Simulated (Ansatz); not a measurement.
Start from WSi2 (space group I4/mmm, No. 139; a = 3.185 Å, c = 7.773 Å; relaxed with 0.1 eV smearing). Axes: x, y, z lie along a, b, c of the conventional cell.

Level of theory: plane-wave PAW DFT at the LDA level (Ansatz, a first-principles code, 420 eV), scalar-relativistic without spin-orbit coupling.

Perturbation: an isotropic linear strain of +1.00 %; the atoms relax in the strained cell.

### Question
Predict the stress tensor and what it implies for the stiffness.

### Answer
Stress of the strained cell less that of the base (GPa, compression positive):
```
   -6.4     0.0     0.0
    0.0    -6.4     0.0
    0.0     0.0    -7.2
```

Then B = −ΔP/(ΔV/V₀) with ΔV/V₀ = 0.0303 gives secant stiffness values (nonlinear terms included at this strain): B (at held cell shape, above the free-shape value) ≈ 220 GPa.

As a check, the harmonic strain energy −½ V₀ Δσ:ε is 8.2 meV/atom; the computed energy rise is 8.5 meV/atom.

Whether these cells are dynamically stable was not tested. The final runs are not spin-polarised.
